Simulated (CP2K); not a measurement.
CP2K run on PtS2 (P-3m1, 3 atoms in the cell): self-consistent single point.

Method: PBE, GPW, DZVP-MOLOPT-SR-GTH basis, GTH-PBE potentials (GTH_POTENTIALS) (CP2K).

The change in words: lattice scaled by 0.98. Reference geometry:
```xyz
3
Lattice="3.5047 0.0000 0.0000 -1.7524 3.0352 0.0000 0.0000 0.0000 5.5277" Properties=species:S:1:pos:R:3 pbc="T T T"
Pt     0.0000     0.0000     0.0000
S      1.7524     1.0117     4.3097
S      0.0000     2.0235     1.2180
```

Reference input (self-consistent single point, DFT PBE, GPW, DZVP-MOLOPT-SR-GTH basis, GTH-PBE potentials (GTH_POTENTIALS)): CUTOFF = 500 Ry; REL_CUTOFF = 60 Ry; SMEAR/METHOD = FERMI_DIRAC; ELECTRONIC_TEMPERATURE = 580.23 K; KPOINTS/SCHEME = MACDONALD 6 6 3 0.08333333333 0.08333333333 0; XC_FUNCTIONAL = PBE; Pt/BASIS_SET = DZVP-MOLOPT-SR-GTH-q18; Pt/POTENTIAL = GTH-PBE-q18; S/BASIS_SET = DZVP-MOLOPT-SR-GTH-q6; S/POTENTIAL = GTH-PBE-q6; METHOD = GPW; EPS_DEFAULT = 1e-10. This run's input differs from it in these lines:

```diff
@@ -63,4 +63,4 @@
     &CELL
-      ABC 3.50473600 3.50473565 5.52766600
-      ALPHA_BETA_GAMMA 90.00000000 90.00000000 120.00000335
+      ABC 3.43464100 3.43464094 5.41711300
+      ALPHA_BETA_GAMMA 90.00000000 90.00000000 120.00001022
       PERIODIC XYZ
@@ -69,4 +69,4 @@
       Pt       0.00000000     0.00000000     0.00000000
-      S        1.75236975     1.01172899     4.30970007
-      S       -0.00000175     2.02346101     1.21796593
+      S        1.71732205     0.99149434     4.22350632
+      S       -0.00000205     1.98299166     1.19360668
     &END COORD
```

Output, abridged:

```
 SCF WAVEFUNCTION OPTIMIZATION

  Step     Update method      Time    Convergence         Total energy    Change
     1 NoMix/Diag. 0.30E+00      -     0.51221342      -141.2307902849 -1.41E+02
     2 Broy./Diag. 0.30E+00      -     0.07857678      -142.5040295300 -1.27E+00
     3 Broy./Diag. 0.30E+00      -     0.08843224      -141.4683709611  1.04E+00
     4 Broy./Diag. 0.30E+00      -     0.00592756      -140.5921046047  8.76E-01
     5 Broy./Diag. 0.30E+00      -     0.00438190      -140.6320306492 -3.99E-02
     6 Broy./Diag. 0.30E+00      -     0.00365754      -140.6535687289 -2.15E-02
   [... 5 lines left out ...]
    12 Broy./Diag. 0.30E+00      -     0.00006933      -140.6399366697  8.24E-04
    13 Broy./Diag. 0.30E+00      -     0.00000144      -140.6397094994  2.27E-04
    14 Broy./Diag. 0.30E+00      -     0.00000312      -140.6397040844  5.41E-06
    15 Broy./Diag. 0.30E+00      -     0.00000057      -140.6397106964 -6.61E-06
  *** SCF run converged in    15 steps ***

  Overlap energy of the core charge distribution:               0.00000000312911
  Self energy of the core charge distribution:               -231.15653223070930
  Core Hamiltonian energy:                                     51.70829167149181
  Hartree energy:                                              55.13733989119812
  Exchange-correlation energy:                                -16.32881002765120
  Electronic entropic energy:                                  -0.00000000381314
  Fermi energy:                                                 0.30894751399954

  Total energy:                                              -140.63971069635457
  Total energy (extrapolated to T->0):                       -140.63971069444798

                     Mulliken Population Analysis

   [... lines left out ...]

 STRESS| Analytical stress tensor [bar]
 STRESS|                        x                   y                   z
 STRESS|      x        2.12265160146E+05  -9.36986922302E-01   1.59369413133E+00
 STRESS|      y       -9.36986922302E-01   2.12263777109E+05  -1.08542854029E+00
 STRESS|      z        1.59369413133E+00  -1.08542854029E+00   1.39258328463E+05
 STRESS| 1/3 Trace                                             1.87929088573E+05
```

The run converged in 15 iterations. Against the reference run the free energy rises by 93.6 meV/atom, the pressure goes from 7.82 to 18.79 GPa, the largest force goes from 0.775 to 1.839 eV/Å and the gap on the mesh goes from 1.416 to 1.453 eV.

The starting cell comes from a database of computed structures (which also holds hypothetical and non-ambient phases and stackings), without a prior relaxation at this level. Its lattice was rescaled by a random factor within 2.5 % of one. For this run, on top of that: lattice scaled by 0.98. Spin-orbit coupling is off. Values carry the incompleteness of an atom-centred basis. With a pressure of about 19 GPa the cell is away from its equilibrium volume at this level. Forces in this geometry exceed 1 eV/Å.
